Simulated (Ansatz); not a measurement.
Worked example: self-consistent single point of LiHF₂ (R3m, 4 atoms in the cell) in Ansatz (a program for electronic structure).

Method: PBEsol, default PAW files made with PBE (plane waves; Ansatz).

The change in words: lattice scaled by 0.98; kpoints.mp_grid.grid: 10 10 10 → 14 14 14. Reference geometry:
```
CELL_PARAMETERS angstrom
      1.46258     0.84442     4.35359
     -1.46258     0.84442     4.35359
      0.00000    -1.68885     4.35359
ATOMIC_POSITIONS crystal
  Li 0.00383 0.00383 0.00383
  H  0.50000 0.50000 0.50000
  F  0.41331 0.41331 0.41331
  F  0.58669 0.58669 0.58669
```

Reference input (self-consistent single point, DFT, PBEsol, plane waves, default PAW files made with PBE): basis.ecutwfc = 420 eV; kpoints.mp_grid.grid = 10 10 10; hamiltonian.xc = pbesol; hamiltonian.pseudopotentials = {kind: paw} (the program's default PAW files); scf.occupations.method = fixed. This run's input differs from it in these lines:

Ansatz 0.2 input:
```diff
@@ -2,5 +2,5 @@
   lattice:
-    - [1.46258400, 0.84442300, 4.35359000]
-    - [-1.46258400, 0.84442300, 4.35359000]
-    - [0.00000000, -1.68884600, 4.35359000]
+    - [1.43333200, 0.82753500, 4.26651800]
+    - [-1.43333200, 0.82753500, 4.26651800]
+    - [0.00000000, -1.65506900, 4.26651800]
   atoms:
@@ -14,3 +14,3 @@
   mp_grid:
-    grid: [10, 10, 10]
+    grid: [14, 14, 14]
 hamiltonian:
```

Output, abridged:

```
SCF iter   1: F=—  HF=-1823.277482 eV  |F-HF|=—  |Δ(HF+E_count)|=         —  Δρ=1.28e-2  dr2=2.85e-2  ethr=1.77e-3  ⟨swp⟩=4.0  Hψ=18484  notcnv=0  defer=400
all-band conjugate gradients solve this SCF's bands
preconditioner: auto → none
SCF iter   2: F=—  HF=-1823.269609 eV  |F-HF|=—  |Δ(HF+E_count)|=   7.87e-3  Δρ=4.03e-3  dr2=2.24e-3  ethr=1.58e-4  ⟨swp⟩=2.1  Hψ=8471  notcnv=0  defer=576
SCF iter   3: F=—  HF=-1823.269006 eV  |F-HF|=—  |Δ(HF+E_count)|=   6.03e-4  Δρ=9.10e-4  dr2=8.69e-5  ethr=1.24e-5  ⟨swp⟩=2.0  Hψ=6134  notcnv=0  defer=576
SCF iter   4: F=—  HF=-1823.269124 eV  |F-HF|=—  |Δ(HF+E_count)|=   1.18e-4  Δρ=2.10e-4  dr2=5.35e-6  ethr=4.83e-7  ⟨swp⟩=2.0  Hψ=6912  notcnv=0  defer=576
SCF iter   5: F=—  HF=-1823.269131 eV  |F-HF|=—  |Δ(HF+E_count)|=   7.55e-6  Δρ=7.88e-5  dr2=9.02e-7  ethr=2.97e-8  ⟨swp⟩=2.3  Hψ=6175  notcnv=0  defer=576
SCF iter   6: F=-1823.269132 eV  HF=-1823.269132 eV  |F-HF|=1.62e-7  |Δ(HF+E_count)|=   4.11e-7  Δρ=2.41e-5  dr2=6.26e-8  ethr=5.56e-10  ⟨swp⟩=5.8  Hψ=20541  notcnv=0
SCF 1 converged in 6 iterations: F = -1823.269132 eV  dr2 = 6.26e-8
Free energy (F): -1823.269132 eV
Internal energy: -1823.269132 eV  (E = F + TS)
E sigma→0 (E₀):  -1823.269132 eV
Fermi energy:    -0.240305 eV
--- Forces (eV/Å), atoms counted from 1 ---
  atom   1  Li     0.00000000    -0.00000001    -0.24411202
  atom   2  H      0.00000000     0.00000001     0.23072819
  atom   3  F      0.00000000    -0.00000002    -0.61042553
  atom   4  F     -0.00000000     0.00000002     0.62371912
--- Stress (GPa, compression-positive) ---
        5.621355       0.000000       0.000000
        0.000000       5.621355       0.000000
        0.000000       0.000000      15.036872
  P = ⅓ Tr σ = 8.7599 GPa (87.599 kbar)
  The stress holds the Pulay correction. Without it, at fixed plane waves, as pw.x and ABINIT print it: P = 7.8427 GPa
```

The run converged in 6 iterations. Against the reference run the free energy rises by 16.9 meV/atom, the pressure goes from 2.95 to 8.76 GPa, the largest force goes from 0.226 to 0.624 eV/Å and the gap on the mesh goes from 8.316 to 8.668 eV.

The starting cell comes from a database of computed structures (which also holds hypothetical and non-ambient phases and stackings), without a prior relaxation at this level. Its lattice was rescaled by up to half a per cent. One atom was moved a little off its site on purpose. For this run, on top of that: lattice scaled by 0.98. With a pressure of about 9 GPa the cell is away from its equilibrium volume at this level. Ansatz's pressure includes its estimate of the finite-basis (Pulay) stress. Without the estimate this run gives 7.84 GPa.
